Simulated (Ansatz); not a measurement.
Crystal: LaSc₃(BO₃)₄ (R32, not sure to be the ambient phase, 20 atoms a cell, 11.1 Å³ an atom); planes in its conventional cell.

Level of theory: r2SCAN (plane waves, PAW; Ansatz, an electronic-structure program).

The gap is the functional's own. No spin-orbit coupling. Mid-gap values are interpolated on the energy grid.

| plane | area of the cell (Å²) | mid-gap κ (1/Å) | largest κ in the gap (1/Å) |
|---|---|---|---|
| (110) | 45.0 | 0.46 | 0.46 |
| (101) | 38.1 | (withheld) | (withheld) |

### Question
The slowest decay depends on the direction. Supply the withheld values.

### Answer

- (101), mid-gap κ (1/Å): 0.50
- (101), largest κ in the gap (1/Å): 0.50
